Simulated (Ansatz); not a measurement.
This concerns the formation energy of WSe2 (P6₃/mmc) from the elements. Reaction: 2 Se (P3₁21) + W (bcc) → WSe2 (P6₃/mmc). Negative: the products are lower in energy. The value is per atom of the solid.

WSe2 (P6₃/mmc), 6 atoms in the cell; spin state with PBE: run without spin, k-point mesh 12×12×4 on the run's own vectors.
```yaml
crystal:
  lattice:
    - [3.27908, 0.00000, 0.00000]
    - [-1.63954, 2.83976, 0.00000]
    - [0.00000, 0.00000, 12.78070]
  atoms:
    - { symbol: W, position: [0.66667, 0.33333, 0.75000] }
    - { symbol: W, position: [0.33333, 0.66667, 0.25000] }
    - { symbol: Se, position: [0.33333, 0.66667, 0.88178] }
    - { symbol: Se, position: [0.66667, 0.33333, 0.11822] }
    - { symbol: Se, position: [0.66667, 0.33333, 0.38178] }
    - { symbol: Se, position: [0.33333, 0.66667, 0.61822] }
```

Se (P3₁21), 3 atoms in the cell, k-point mesh 12×12×8 on the run's own vectors. Conventional cell: a = b = 4.0658 Å, c = 5.1300 Å, α = β = 90.00°, γ = 120.00°.

W (bcc, Im-3m), 1 atom in the cell; spin state with PBE: run without spin, k-point mesh 26×26×26 on the run's own vectors. Conventional cell: a = 3.1594 Å, b = 3.1594 Å, c = 3.1594 Å, α = 90.00°, β = 90.00°, γ = 90.00°.

Plane-wave PAW calculations with Ansatz (a program for electronic structure), its PAW set soft_1, cutoff 420 eV, 500 eV for r2SCAN. The structures are at rest with PBE+D3(BJ); other levels are single points on them. HSE06 runs on coarser k-point meshes, mended by the PBE difference between the two meshes. Some cells are metallic or hold partly filled levels, where a hybrid on a coarse mesh is less sure. Neutral cells; Fermi-Dirac smearing of at most 0.10 eV in the solids, energies taken to zero width. The lattices are those relaxed with PBE+D3(BJ), so at other levels the solids can be strained, which adds to the spread. A dispersion term (D3(BJ), or D4 for r2SCAN) was computed beside these levels and is taken off wherever the name lacks it. Nuclei at rest; no vibrational terms. No structure search was made; lower ones may exist. The runs are scalar-relativistic, without spin-orbit coupling. The d electrons get no Hubbard U.

**Question.** Estimate the value that PBE returns for this input.

**Answer.** -0.55 eV/atom, for 2 Se (P3₁21) + W (bcc) → WSe2 (P6₃/mmc).

**Question.** How does the value move with the functional?

**Answer.** 
| Method | value (eV/atom) | less PBE |
|---|---|---|
| PBE+D3(BJ) | -0.56 | -0.01 |
| r2SCAN | -0.62 | -0.07 |
| HSE06 | -0.66 | -0.11 |

The levels span 0.11 eV/atom, from HSE06 (-0.66) to PBE (-0.55).
